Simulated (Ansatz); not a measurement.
A self-consistent single point of TePd (I4_1md, 4 atoms in the cell) with Ansatz (a first-principles code).

Computed with PBE (plane waves, PAW; Ansatz).

```
CELL_PARAMETERS angstrom
     -1.79096     1.79096     6.06330
      1.79096    -1.79096     6.06330
      1.79096     1.79096    -6.06330
ATOMIC_POSITIONS crystal
  Pd 0.75000 0.75000 0.00000
  Pd 0.50000 0.00000 0.50000
  Te 0.16600 0.16600 0.00000
  Te 0.91600 0.41600 0.50000
```

Reference input (self-consistent single point, DFT, PBE, plane waves, default PAW files): kpoints.mp_grid.grid = 10 10 10; hamiltonian.xc = pbe; hamiltonian.pseudopotentials = {kind: paw} (the program's default PAW files); scf.occupations.method = cold; scf.occupations.width = 0.1 eV. This run's input differs from it in these lines:

Ansatz 0.2 input:
```diff
@@ -12,3 +12,3 @@
 kpoints:
-  mp_grid: { grid: [10, 10, 10] }
+  mp_grid: { grid: [12, 12, 12] }
 hamiltonian:
```

Output, abridged:

```
SCF iter   1: F=—  HF=-27905.635924 eV  |F-HF|=—  |Δ(HF+E_count)|=         —  Δρ=5.38e-3  dr2=1.41e-2  ethr=1.77e-3  ⟨swp⟩=6.5  Hψ=26782  notcnv=0  defer=54
all-band conjugate gradients solve this SCF's bands
preconditioner: auto → Kerker (q_TF=auto, 2.668 Å⁻¹)
SCF iter   2: F=—  HF=-27905.635397 eV  |F-HF|=—  |Δ(HF+E_count)|=   5.27e-4  S|Δr|=    0.00e0  Δρ=2.63e-3  dr2=3.49e-3  ethr=2.08e-5  ⟨swp⟩=2.0  Hψ=8701  notcnv=0  defer=63
SCF iter   3: F=—  HF=-27905.635650 eV  |F-HF|=—  |Δ(HF+E_count)|=   2.53e-4  S|Δr|=    0.00e0  Δρ=4.82e-4  dr2=2.07e-4  ethr=5.13e-6  ⟨swp⟩=2.0  Hψ=8665  notcnv=0  defer=63
SCF iter   4: F=—  HF=-27905.635671 eV  |F-HF|=—  |Δ(HF+E_count)|=   2.15e-5  S|Δr|=    0.00e0  Δρ=1.24e-4  dr2=1.64e-5  ethr=3.04e-7  ⟨swp⟩=2.0  Hψ=8834  notcnv=0  defer=63
SCF iter   5: F=—  HF=-27905.635663 eV  |F-HF|=—  |Δ(HF+E_count)|=   8.64e-6  S|Δr|=    0.00e0  Δρ=4.04e-5  dr2=1.37e-6  ethr=2.41e-8  ⟨swp⟩=2.0  Hψ=8938  notcnv=0  defer=63
SCF iter   6: F=-27905.635663 eV  HF=-27905.635663 eV  |F-HF|=4.63e-9  |Δ(HF+E_count)|=   2.64e-7  S|Δr|=    0.00e0  Δρ=1.02e-5  dr2=8.28e-8  ethr=1.47e-10  ⟨swp⟩=8.0  Hψ=30750  notcnv=0
SCF 1 converged in 6 iterations: F = -27905.635663 eV  dr2 = 8.28e-8
Stability not checked (fill_not_monotonic)
Free energy (F): -27905.635663 eV
Internal energy: -27905.635087 eV  (E = F + TS)
E sigma→0 (E₀):  -27905.635471 eV
Entropy (-TS):   -0.000576 eV (-0.144 meV/atom)
Fermi energy:    16.806809 eV
--- Forces (eV/Å), atoms counted from 1 ---
  atom   1  Pd     0.00000000    -0.00000000    -0.16527001
  atom   2  Pd     0.00000000     0.00000000    -0.16527001
  atom   3  Te    -0.00000000    -0.00000000     0.16527911
  atom   4  Te     0.00000000    -0.00000000     0.16527911
--- Stress (GPa, compression-positive) ---
       16.955463       0.000000       0.000000
        0.000000      16.955463      -0.000000
        0.000000      -0.000000      16.185572
  P = ⅓ Tr σ = 16.6988 GPa (166.988 kbar)
  The stress holds the Pulay correction. Without it, at fixed plane waves, as pw.x and ABINIT print it: P = 16.6406 GPa
```

The run converged in 6 iterations. Against the reference run the free energy rises by 1.2 meV/atom, the pressure hardly changes (16.65 to 16.70 GPa) and the largest force goes from 0.151 to 0.165 eV/Å.

The starting cell was generated: these elements placed on a structure prototype, without a prior relaxation; it need not be a known phase or ordering of this composition. Spin polarisation is off. With a pressure of about 17 GPa the cell is away from its equilibrium volume at this level. Ansatz's pressure includes its estimate of the finite-basis (Pulay) stress.

Cost on one core of a shared machine: roughly 40 s.
